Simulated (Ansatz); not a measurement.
System: Mo (model structure, started from the simple cubic type, Pm-3m, No. 221, 1 atoms in the cell). Method: PBEsol in Ansatz (PAW).

Numerical settings: plane-wave cutoff 520 eV, 22×22×22 k mesh, Fermi–Dirac smearing 0.05 eV, no spin polarisation, scalar-relativistic PAW data made under PBE.

Cell (relaxed at this level):

```
CELL_PARAMETERS angstrom
      2.56983     0.00000     0.00000
      0.00000     2.56983     0.00000
      0.00000     0.00000     2.56983
ATOMIC_POSITIONS crystal
  Mo 0.00000 0.00000 0.00000
```

Problem. Estimate the bulk modulus B0 that the calculation returns.

Solution. 
* **bulk modulus B0**: 208 GPa

Note: the run has no spin polarisation, so it can have missed a magnetic state; the bulk modulus is −V dP/dV from two relaxed cells at ±2 % in volume; the relaxation could raise the start's symmetry but not lower it, so the cell can be a saddle point.

Cost on a shared machine: around 21 core-seconds (rough).

A model structure was made by putting elements into a prototype or built by hand; it is no filed structure, need not be a known phase, and can be a saddle point held by its symmetry.

Ansatz is a program for electronic structure.
